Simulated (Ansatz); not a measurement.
System: GeF2 (model structure, started from the rutile type, P4₂/mnm, No. 136, 6 atoms in the cell). Method: G0W0@PBEsol (Ansatz, an electronic-structure program, plane waves, hard PAW, contour deformation).

The cell is the one relaxed with PBEsol. Conventional cell: a = 5.1650 Å, b = 5.1650 Å, c = 3.4926 Å, α = 90.00°, β = 90.00°, γ = 90.00°.

One run with a 4×4×6 mesh, response cutoff 100 eV and 389 empty bands, not extrapolated in mesh or basis; no spin–orbit coupling.

Highest filled and lowest empty level by k point (fractions of the reciprocal vectors of the cell (5.165 0.000 0.000) (0.000 5.165 0.000) (0.000 0.000 3.493) Å; eV from the valence maximum of each method):

```csv
k,PBEsol filled,PBEsol empty,QP filled,QP empty
0 0 0,-0.09,2.78,-0.10,4.31
0 0 0.333,-0.08,4.33,-0.09,5.98
0 -0.5 0,-1.77,3.40,-1.93,4.97
0.25 0.25 0.333,-0.53,3.61,…,…
0.25 0.25 -0.5,-0.59,3.22,-0.67,4.79
0.25 -0.5 0.333,-1.08,3.98,-1.19,5.61
-0.5 -0.5 0.167,-1.41,3.46,…,…
-0.5 -0.5 -0.5,-1.29,4.77,-1.43,6.52
```

Task: Estimate the withheld levels to about 0.1 eV.

Result: 
- 0.25 0.25 0.333, QP filled: -0.59
- 0.25 0.25 0.333, QP empty: 5.19
- -0.5 -0.5 0.167, QP filled: -1.55
- -0.5 -0.5 0.167, QP empty: 5.05

Note: filled d or f shells below the valence bands can shift G0W0 gaps through exchange with them, which wasn't tested here; the relaxation could raise the start's symmetry but not lower it, so the cell can be a saddle point.

A model structure was made by putting elements into a prototype or built by hand; it is no filed structure, need not be a known phase, and can be a saddle point held by its symmetry.
